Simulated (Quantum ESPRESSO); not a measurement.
## Quick settings and what they miss: BaSr (Cmmm, 2 atoms in the cell)

Self-consistent single point.

```yaml
crystal:
  lattice:
    - [2.53620, 3.50384, 0.00000]
    - [-2.53620, 3.50384, 0.00000]
    - [0.00000, 0.00000, 6.99696]
  atoms:
    - { symbol: Ba, position: [0.00000, 0.00000, 0.00000] }
    - { symbol: Sr, position: [0.50000, 0.50000, 0.50000] }
```

Method: PBEsol, GBRV 1.5 ultrasoft (PBESOL) pseudopotentials (plane waves; Quantum ESPRESSO).

Base settings: ecutwfc = 40 Ry; ecutrho = 200 Ry; occupations = smearing; smearing = gauss; degauss = 0.0073499 Ry; potentials = {Ba: ba_pbesol_v1.uspp.F.UPF, Sr: sr_pbesol_v1.uspp.F.UPF}; K_POINTS = automatic 7 7 4 0 0 0; conv_thr = 1e-09 Ry; mixing_beta = 0.5.

Tight run (finer mesh or higher cutoff; not a proven limit): ecutwfc: 40 Ry → 56 Ry; ecutrho: 200 Ry → 280 Ry; conv_thr: 1e-09 Ry → 7.3e-11 Ry; K_POINTS: automatic 7 7 4 0 0 0 → automatic 10 10 6 0 0 0. It gave Fermi level (on the code's own zero) 5.08 eV; pressure -1.16 GPa.

Quick runs, as changes from the base:
- A: the base itself
- B: ecutwfc: 40 Ry → 32 Ry; ecutrho: 200 Ry → 160 Ry; pseudopotentials: {Ba: ba_pbesol_v1.uspp.F.UPF, Sr: sr_pbesol_v1.uspp.F.UPF} → {Ba: ba_lda_v1.uspp.F.UPF, Sr: sr_lda_v1.uspp.F.UPF}; K_POINTS: automatic 7 7 4 0 0 0 → automatic 6 6 6 0 0 0 [LDA (PZ)]
- C: ecutwfc: 40 Ry → 20 Ry; ecutrho: 200 Ry → 100 Ry; conv_thr: 1e-09 Ry → 7.3e-05 Ry; K_POINTS: automatic 7 7 4 0 0 0 → automatic 8 8 8 0 0 0
- D: ecutwfc: 40 Ry → 20 Ry; ecutrho: 200 Ry → 100 Ry; smearing: gauss → cold; degauss: 0.0073499 Ry → 0.0147 Ry; K_POINTS: automatic 7 7 4 0 0 0 → automatic 4 4 4 0 0 0
- E: ecutwfc: 40 Ry → 28 Ry; ecutrho: 200 Ry → 140 Ry; smearing: gauss → fd; degauss: 0.0073499 Ry → 0.019992 Ry; K_POINTS: automatic 7 7 4 0 0 0 → automatic 4 4 4 1 1 1
- F: K_POINTS: automatic 7 7 4 0 0 0 → automatic 4 4 4 0 0 0

Energies are extrapolated to zero smearing width, which holds to low order in the width alone (under cold and Methfessel-Paxton smearing the free energy itself is taken).

Dashes: energy of B, another energy zero; time of C, D, E, under 30 s.

† marks runs with another functional, U, potentials or spin treatment: their distance from the tight run is not a convergence error alone.

The count of work is k-points × plane waves × bands × iterations; it is no time. Core times come from one kind of shared machine and are given to one figure; runs under 30 s give none.

The starting cell comes from a database of computed structures (which also holds hypothetical and non-ambient phases and stackings), without a prior relaxation at this level. Its lattice was rescaled by a random factor within 2.5 % of one.

```csv
run,energy less tight (meV/atom),pressure less tight (GPa),count of work / tight,core time / tight (rough)
A,1.6,-0.04,0.21,0.3
B†,–,-0.71,0.16,0.2
C,61.7,-0.68,0.083,–
D,65.8,-0.71,0.033,–
E,29.4,0.20,0.031,–
F,8.9,0.04,0.093,0.2
```

Among the runs at the tight run's level, the energy misses run from 1.6 to 65.8 meV/atom.
